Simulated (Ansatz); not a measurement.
The cell is made up: elements placed on another compound's structure type, so the phase may be hypothetical.

By PBEsol, the system below comes out a metal.

A figure of merit of an interconnect metal is its ballistic conductance per area.

Data:

```xyz
5
Lattice="5.8603 0.0000 0.0000 -2.9302 5.0752 0.0000 2.9302 1.6917 2.3925" Properties=species:S:1:pos:R:3 pbc="T T T"
Al     0.0000     0.0000     0.0000
Pt     1.4651     2.5376     0.0000
Pt     2.9302     0.0000     0.0000
Pt    -1.4651     2.5376     0.0000
N      0.0000     3.3835     1.1962
```

Space group of this cell: Pm-3m, anti-perovskite. The cell was relaxed by PBE-D3(BJ); by PBEsol its mean pressure is -1.4 GPa.

The current flows along the normal of the first two printed cell vectors. No spin-orbit coupling; the value is a mean over 0.1 eV about the Fermi level.

Compute, with PBEsol in Ansatz (an electronic-structure program), the ballistic conductance per area.

0.63 × 10¹⁵ S/m² for both spins.
